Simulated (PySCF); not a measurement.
PySCF 2.14.0, M06-2X/def2-svp, df: dimethyl carbonate (COC(=O)OC), 12 atoms. The geometry is a generated start, not checked to be a minimum at this level.

| Item | Value |
|---|---|
| task | energy and gradient |
| method | m06-2x |
| basis | def2-svp |
| two-electron scheme | density fitting |
| mol.max_memory | 7000 MB |
| mf.init_guess | minao (default) |
| mf.DIIS | CDIIS (default) |
| mf.diis_space | 8 (default) |
| mf.conv_tol | 1e-09 (default) |
| basis functions (reference run) | 114 |
| grid points (reference run) | 990232 |

```xyz
12

C      2.3263     0.0458     0.0914
O      1.1057    -0.5930     0.4415
C     -0.0002     0.0037    -0.0041
O     -0.0355     1.0068    -0.6589
O     -1.0595    -0.6991     0.3955
C     -2.3224    -0.1807    -0.0024
H      2.3596     1.0578     0.5006
H      3.1158    -0.5653     0.5199
H      2.4321     0.1020    -0.9938
H     -3.0637    -0.8546     0.4177
H     -2.3993    -0.1548    -1.0912
H     -2.4589     0.8314     0.3838
```
Charge 0, spin multiplicity 1.

The reference run has mf.grids.level = 8; it is not itself proven converged. One run each, on a shared machine, so no times are given.

Measured:

```
setting             grid points  energy against the reference  difference in forces (largest component)
------------------  -----------  ----------------------------  ----------------------------------------
the reference            990232                             —                                         —
mf.grids.level = 6       584776          under 0.001 meV/atom                                 1.1 meV/Å
mf.grids.level = 5       399112              −0.0023 meV/atom                                0.61 meV/Å
mf.grids.level = 4       264856              −0.0011 meV/atom                                 1.5 meV/Å
mf.grids.level = 2        99480                −0.16 meV/atom                                  11 meV/Å
mf.grids.level = 1        45912                −0.18 meV/atom                                 110 meV/Å
mf.grids.level = 0        10240                  −37 meV/atom                                2300 meV/Å
```

Question: Estimate the difference from the reference for mf.grids.level = 3 (default).

Answer: grid points: 143448; energy against the reference: −0.12 meV/atom; difference in forces (largest component): 10 meV/Å. Total energies are compared; such shifts often cancel in part in energy differences. The gradients leave out the derivatives of the grid weights.
